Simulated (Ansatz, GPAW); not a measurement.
An Ansatz (a quantum-chemistry and plane-wave program) input for a self-consistent single point of In (I4/mmm, 1 atom in the cell) (DFT, PBEsol, plane waves, default PAW files made with PBE):

Ansatz 0.2 input:
```yaml
# In
crystal:
  lattice:
    - [-1.605289, 1.605289, 2.455507]
    - [1.605289, -1.605289, 2.455507]
    - [1.605289, 1.605289, -2.455507]
  atoms:
    - { symbol: In, position: [0.000000, 0.000000, 0.000000] }
kpoints:
  mp_grid: { grid: [19, 19, 19] }
hamiltonian:
  xc: pbesol
  pseudopotentials: { kind: paw }
scf:
  occupations: { method: fermi_dirac, width: 0.1 }
output:
  forces: true
  eigenvalues: true
  stress: true
```

Task: Write the same calculation as an input for GPAW.

Result: This is the input that was run; spellings and numerical settings could be chosen otherwise.

```python
from ase import Atoms
from ase.units import GPa
from gpaw import GPAW

atoms = Atoms(['In'],
              cell=[[-1.605289, 1.605289, 2.455507],
                    [1.605289, -1.605289, 2.455507],
                    [1.605289, 1.605289, -2.455507]],
              scaled_positions=[[0.000000, 0.000000, 0.000000]],
              pbc=True)

calc = GPAW(mode={'name': 'pw', 'ecut': 600},
            xc='PBEsol',
            kpts=(19, 19, 19),
            occupations={'name': 'fermi-dirac', 'width': 0.1},
            nbands=-9,
            convergence={'density': 1e-05, 'energy': 1e-05},
            symmetry={'symmorphic': False, 'tolerance': 0.0005},
            maxiter=120)

atoms.calc = calc

energy = atoms.get_potential_energy()
print('Energy (eV):', round(energy, 6))
forces = atoms.get_forces()
print('Forces (eV/Ang):')
print(forces.round(5))
stress = atoms.get_stress()
print('Stress (GPa, Voigt):', (stress / GPa).round(4))
```

Basis settings and potentials, where a program has them, do not carry over. This input uses DFT PBEsol, plane waves, GPAW PAW datasets PBEsol (made by gpaw-setup). Both were run: pressure 0.44 GPa in Ansatz and 0.10 in GPAW. Ansatz's pressure is the one without its finite-basis correction.

On GPAW: the starting cell comes from a database of computed structures (which also holds hypothetical and non-ambient phases and stackings), without a prior relaxation at this level. Its lattice was rescaled by a random factor within 2.5 % of one.

On Ansatz: the starting cell comes from a database of computed structures (which also holds hypothetical and non-ambient phases and stackings), without a prior relaxation at this level. Its lattice was rescaled by a random factor within 2.5 % of one.
